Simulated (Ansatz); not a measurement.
**Effect of Pd → Ag on Pd**

The reference is Pd in the fcc (Cu type) structure (space group Fm-3m, No. 225; a = 3.908 Å).

Perturbation: every Pd is replaced by Ag; the structure is relaxed again.

Calculations: r2SCAN in Ansatz (plane waves to 500 eV, PAW, without spin-orbit coupling). k-mesh 19×19×19 (Γ-centred); smearing 0.05 eV (Fermi–Dirac), for the changed cell.

The density drops by 1.48 g/cm³ (11.84 g/cm³ → 10.36 g/cm³) and the space group is still Fm-3m (No. 225). The shortest interatomic distance rises by 0.2630 bohr (5.222 bohr → 5.486 bohr) and the band gap is still zero.

No phonon test of stability was made. All final runs are without spin polarisation. Pd has a high density of states at the Fermi level and may be magnetic at this level.

Ansatz is an electronic-structure program.
